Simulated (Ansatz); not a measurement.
**Carrier doping in GaN**

Take GaN in the zinc blende structure (space group F-43m, No. 216; a = 4.498 Å) as the base.

Carriers are added at fixed cell with a uniform background; the Fermi–Dirac width is that of 300 K.

Method: PBEsol/PAW in Ansatz (a program for electronic structure), scalar-relativistic without spin-orbit coupling.

Candidates:
(a) electrons 2.0×10^21 cm⁻³
(b) holes 2.0×10^21 cm⁻³
(c) electrons 5.0×10^20 cm⁻³

Notes on the quantities. Fermi level from band edge: Fermi level relative to the doped band's edge (positive inside the band; to 0.05 eV).

Task: Order them by Fermi level from band edge, lowest first.

Result: (b) holes 2.0×10^21 cm⁻³ (+0.20 eV), (c) electrons 5.0×10^20 cm⁻³ (+0.90 eV), (a) electrons 2.0×10^21 cm⁻³ (+1.60 eV)

Charged cell with a jellium background: band edges are those of the host's band count, energies are not comparable with the neutral cell, and many-body gap narrowing is missing. Stability against distortions was not tested. This is not the structure that GaN has at room temperature and ambient pressure.
